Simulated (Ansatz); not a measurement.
Ca2Sn (Fm-3m, No. 225, 3 atoms in the cell; start mp-1009730) was calculated with HSE06+SOC (Ansatz, an electronic-structure program, plane waves, PAW).

Settings: plane-wave cutoff 460 eV, 6×6×6 k mesh, Fermi–Dirac smearing 0.01 eV, PAW data made under PBE.

Cell (relaxed with PBEsol):

```
CELL_PARAMETERS angstrom
      0.00000     3.73502     3.73502
      3.73502     0.00000     3.73502
      3.73502     3.73502     0.00000
ATOMIC_POSITIONS crystal
  Ca 0.75000 0.75000 0.75000
  Ca 0.25000 0.25000 0.25000
  Sn 0.00000 0.00000 0.00000
```

### Question
What does this level give for the band gap, smallest direct gap on the k points sampled and Γ–Γ gap?

### Answer

band gap: 0.92 eV (on the SCF k mesh) (indirect)
smallest direct gap on the k points sampled: 1.08 eV
Γ–Γ gap: 2.47 eV

Note: cell and atoms aren't relaxed at this level (pressure 1.3 GPa).

The computed numbers hold no vibrational or temperature effects.

Computing time: roughly 11 core-minutes.

A start named mp-… is a Materials Project structure, which need not be a measured phase.
